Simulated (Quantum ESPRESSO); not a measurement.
Quantum ESPRESSO 7.5, DFT, PBE, plane waves, SSSP 1.1.2 efficiency PBE: corundum Al2O3 (O6Al4), 10 atoms. Basis and mesh were picked for this test and aren't claimed converged.

```fortran
&CONTROL
  calculation = 'scf'
  pseudo_dir = './pseudo'
  outdir = './out'
  tprnfor = .true.
  tstress = .false.
/
&SYSTEM
  ibrav = 0
  nat = 10
  ntyp = 2
  ecutwfc = 45
  ecutrho = 360
  occupations = 'fixed'
/
&ELECTRONS
  conv_thr = 1e-08
/
ATOMIC_SPECIES
O 15.9990 O.pbe-n-kjpaw_psl.0.1.UPF
Al 26.9815 Al.pbe-n-kjpaw_psl.1.0.0.UPF
CELL_PARAMETERS angstrom
  2.379500000000   1.373805000000   4.330000000000
 -2.379500000000   1.373805000000   4.330000000000
  0.000000000000  -2.747610000000   4.330000000000
ATOMIC_POSITIONS crystal
O   0.250000000000   0.556400000000   0.943600000000
O   0.056400000000   0.750000000000   0.443600000000
O   0.556400000000   0.943600000000   0.250000000000
O   0.443600000000   0.056400000000   0.750000000000
O   0.943600000000   0.250000000000   0.556400000000
O   0.750000000000   0.443600000000   0.056400000000
Al   0.352200000000   0.352200000000   0.352200000000
Al   0.147800000000   0.147800000000   0.147800000000
Al   0.647800000000   0.647800000000   0.647800000000
Al   0.852200000000   0.852200000000   0.852200000000
K_POINTS automatic
6 6 6 0 0 0
```

The program reports k-points computed: 32, bands: 24, electrons: 48, G-vectors of the density: 66109, FFT grid: 60×60×60, symmetry operations: 12.

Machine: one whole node, AMD EPYC (Zen 5), 96 cores on 1 socket, no SMT, 12 L3 cache groups; 94 cores' worth of CPU time may be used.

Each time is the median wall time of two to five repeats, run one at a time on the otherwise empty machine; start-up is included. Processes are pinned to neighbouring cores unless said otherwise. The build: conda-forge: Open MPI 5.0, OpenMP, OpenBLAS 0.3.34 (pthreads), FFTW, ScaLAPACK, ELPA; another build can shift the numbers. Scratch files lie in a memory file system.

Started as
```bash
OMP_NUM_THREADS=1 mpirun -np 24 pw.x -nk 12 -in pw.in
```
(24 ranks, -nk 12, nosym = false (default)) it takes 4.1 s and 11 SCF iterations.

Q: Estimate the wall time with -nk 24, nosym = true.

A: About 7.7 s (2 runs within 1 %): 1.9× as long. The largest move is in FFTs of H·ψ (vloc_psi): 0.84 s to 2.4 s. SCF iterations go from 11 to 10. Change in the result: energy under 0.001 meV/atom, forces (largest component) 0.33 meV/Å.
